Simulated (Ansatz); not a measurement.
CsCl-type CuZn, treated with RPBE (plane waves, PAW; Ansatz, an electronic-structure program).

Settings: plane-wave cutoff 520 eV, 16×16×16 k mesh, Fermi–Dirac smearing 0.1 eV, perturbation theory, no spin polarisation, scalar-relativistic PAW data made under PBE.

Computed at the level's own relaxed cell.

```cif
data_CuZn
_chemical_formula_sum 'Zn1 Cu1'
_space_group_name_H-M_alt 'P 1'
_space_group_IT_number 1
_cell_length_a 3.00132
_cell_length_b 3.00132
_cell_length_c 3.00132
_cell_angle_alpha 90.000
_cell_angle_beta 90.000
_cell_angle_gamma 90.000
loop_
_space_group_symop_operation_xyz
  'x, y, z'
loop_
_atom_site_label
_atom_site_type_symbol
_atom_site_fract_x
_atom_site_fract_y
_atom_site_fract_z
_atom_site_occupancy
Zn1 Zn 0.50000 0.50000 0.50000 1
Cu1 Cu 0.00000 0.00000 0.00000 1
```

Harmonic phonon frequencies (cm⁻¹; i marks an imaginary mode):

| q point | frequencies |
|---|---|
| Γ | 0 0 0 183 183 183 |
| X | 132 132 133 133 141 164 |
| M | (withheld) |
| R | 126 126 126 151 151 151 |

Fill in the missing entries.


- M, frequencies: 19 19 140 147 207 207

No imaginary mode appears at these points.
